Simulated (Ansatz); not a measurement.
composition TiSi, cell Ti24Si24, first heated far above this temperature, then brought to it [in the run: it was liquid; mean temperature 2404 K (target 2310 K); density 3.59 g/cm³; mean pressure -0.6 GPa against a target of 0; one k-point, which a denser mesh shifts by 0.0 GPa in pressure and 0.05 eV/Å in forces]. The atoms began on random sites, so units and networks may differ from a laboratory melt's. Bonds are counted up to Si-Si 3.22 Å, Si-Ti 3.66 Å, Ti-Ti 4.18 Å.

Problem. What distribution of Ti-Si-Ti angles does Ansatz (a first-principles code) with r2SCAN give?

Solution. mean 99°, standard deviation 32°.
```
angle (°) | p (1/°)
      1.5 |  0.0000
      4.5 |  0.0000
      7.5 |  0.0000
     10.5 |  0.0000
     13.5 |  0.0000
     16.5 |  0.0000
     19.5 |  0.0000
     22.5 |  0.0000
     25.5 |  0.0000
     28.5 |  0.0000
     31.5 |  0.0000
     34.5 |  0.0000
     37.5 |  0.0000
     40.5 |  0.0001
     43.5 | # 0.0007
     46.5 | ### 0.0016
     49.5 | ###### 0.0032
     52.5 | ########## 0.0054
     55.5 | ################ 0.0080
     58.5 | #################### 0.0103
     61.5 | ######################### 0.0131
     64.5 | ############################ 0.0142
     67.5 | ############################## 0.0155
     70.5 | ############################ 0.0145
     73.5 | ########################### 0.0138
     76.5 | ######################### 0.0129
     79.5 | ####################### 0.0121
     82.5 | ##################### 0.0109
     85.5 | ################### 0.0098
     88.5 | ################# 0.0088
     91.5 | ################ 0.0081
     94.5 | ############## 0.0075
     97.5 | ############### 0.0076
    100.5 | ############### 0.0075
    103.5 | ############### 0.0078
    106.5 | ################ 0.0082
    109.5 | ################ 0.0081
    112.5 | ############### 0.0078
    115.5 | ################ 0.0083
    118.5 | ################ 0.0084
    121.5 | ################# 0.0086
    124.5 | ################ 0.0084
    127.5 | ################# 0.0086
    130.5 | ################ 0.0084
    133.5 | ################ 0.0083
    136.5 | ############## 0.0073
    139.5 | ############## 0.0070
    142.5 | ############# 0.0065
    145.5 | ########### 0.0055
    148.5 | ########### 0.0055
    151.5 | ######### 0.0047
    154.5 | ######### 0.0046
    157.5 | ######## 0.0039
    160.5 | ####### 0.0034
    163.5 | ##### 0.0027
    166.5 | #### 0.0021
    169.5 | ### 0.0015
    172.5 | ## 0.0011
    175.5 | # 0.0008
    178.5 | # 0.0003
```
